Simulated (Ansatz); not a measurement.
**What uniaxial strain ε_zz = −1.00 % does to InSb**

Take InSb in the zinc blende structure (space group F-43m, No. 216; a = 6.5189 Å) as the base. Axes: x, y, z lie along the cube axes.

It is then changed as follows: the cell is compressed by 1.00 % along z with no lateral relaxation, atoms relaxed at fixed cell.

All numbers come from PBEsol (Ansatz, an electronic-structure program, PAW, scalar-relativistic without spin-orbit coupling). Settings: 12×12×12 k-points, 0.05 eV Fermi–Dirac smearing.

```tsv
quantity	base	changed	shift
volume per atom	34.63 Å³	34.28 Å³	-0.35 Å³
space group	F-43m (No. 216)	I-4m2 (No. 119)	–
shortest interatomic distance	2.823 Å	2.813 Å	-0.0094 Å
energy relative to the base (free energy F)	0 meV/atom	+0.7 meV/atom	+0.7 meV/atom
band gap	zero	zero	–
stress (xx, yy, zz, yz, xz, xy; compression positive) (rough)	–	(0.3, 0.3, 0.6, 0.0, 0.0, 0.0) GPa	–
```

Without a gap, meshes like the base's 12×12×12 leave anisotropic stresses uncertain by several tenths of a GPa, and small strain energies with them. Spin-orbit coupling, missing from the scalar runs, can matter with Sb. Stability against distortions was not tested. The final runs are not spin-polarised. Gaps under 0.05 eV, about the width of the smearing, are given as zero. A zero or small gap of InSb can be the functional's error rather than a property of the material.
